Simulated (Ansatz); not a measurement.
Input:

```xyz
1
Lattice="0.0000 1.9147 1.9147 1.9147 0.0000 1.9147 1.9147 1.9147 0.0000" Properties=species:S:1:pos:R:3 pbc="T T T"
Rh     0.0000     0.0000     0.0000
```

These are PBE, DFPT electron-phonon coupling, linearised Boltzmann equation (plane waves, PAW, scalar-relativistic; Ansatz, a quantum-chemistry and plane-wave program) values and carry that method's errors. Condition of this run: functional PBE. Cell: relaxed with this functional, without spin-orbit coupling.

Question: Estimate the phonon-limited resistivity at 300 K, by direction if it differs.

Answer: 4.9 μΩ·cm.

Question: And the electrons' mean free path at that temperature?

Answer: 7.5 nm, weighted by the current that each state carries. Wires not much wider than this gain resistivity from their walls.

A metal at this level (no band gap). Only scattering by harmonic phonons is included (no impurities, grain boundaries, electron-electron scattering or thermal expansion). Spin-orbit coupling is left out. Halving the electron mesh (36x36x36) moves the resistivity by up to 6 % at 300 K, the mean free path by up to 2 %. Smearing 0.20 eV; phonons on a 6x6x6 q mesh, which this run doesn't test.
